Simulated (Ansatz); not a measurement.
Take HfN in the rock salt structure (space group Fm-3m, No. 225; relaxed with 0.1 eV smearing) as the base.

```xyz
2
Lattice="0.0000 2.2509 2.2509 2.2509 0.0000 2.2509 2.2509 2.2509 0.0000" Properties=species:S:1:pos:R:3 pbc="T T T"
N      0.0000     0.0000     0.0000
Hf     2.2509     2.2509     2.2509
```

Method: plane-wave PAW DFT at the PBEsol level (Ansatz, a quantum-chemistry and plane-wave program, 420 eV), no spin-orbit coupling.

Base values:

The pressure comes out as 0.0 GPa.

Now apply this change: the cell is scaled by 0.9621 in all directions; the atoms relax in the strained cell.

### Question
What does the calculation give for the pressure after the change?

### Answer
The pressure goes from zero to 42.1 GPa.

### Question
How does this affect the energy relative to the base?

### Answer
The energy rises by 148 meV/atom.

No phonon test of stability was made. The final runs are not spin-polarised. An odd electron count without spin: HfN.
